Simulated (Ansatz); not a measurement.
Take LiNbO3 (space group R3c, No. 161) as the base.

```
CELL_PARAMETERS angstrom
      2.56874     1.48306     4.62825
     -2.56874     1.48306     4.62825
      0.00000    -2.96613     4.62825
ATOMIC_POSITIONS crystal
  Li 0.70218 0.70218 0.70218
  Li 0.20218 0.20218 0.20218
  Nb 0.98418 0.98418 0.98418
  Nb 0.48418 0.48418 0.48418
  O  0.62231 0.87636 0.26469
  O  0.87636 0.26469 0.62231
  O  0.26469 0.62231 0.87636
  O  0.76469 0.37636 0.12231
  O  0.37636 0.12231 0.76469
  O  0.12231 0.76469 0.37636
```

Cartesian axes are those of the cell as printed.

Level of theory: Ansatz (a program for electronic structure), r2SCAN, PAW, cutoff 500 eV, scalar-relativistic without spin-orbit coupling.

Strains are applied to the cell and any free atomic positions relax.

One change was made to it. Results:

```tsv
quantity	base	after
largest internal atomic displacement	–	0.043 Å
energy relative to the base (free energy F)	0 meV/atom	+5.9 meV/atom
shortest interatomic distance	3.550 bohr	3.521 bohr
```

Question: What was done to the base?
(A) strain tensor (xx, yy, zz, yz, xz, xy) = (−0.31, −1.65, +0.44, +0.68, −0.19, +1.85) %
(B) isotropic strain +3.08 %
(C) isotropic strain −3.45 %

Answer: A, strain tensor (xx, yy, zz, yz, xz, xy) = (−0.31, −1.65, +0.44, +0.68, −0.19, +1.85) %. For comparison, the energy relative to the base in the other runs: isotropic strain −3.45 % gives +47 meV/atom; isotropic strain +3.08 % gives +28 meV/atom.

Whether these cells are dynamically stable was not tested.
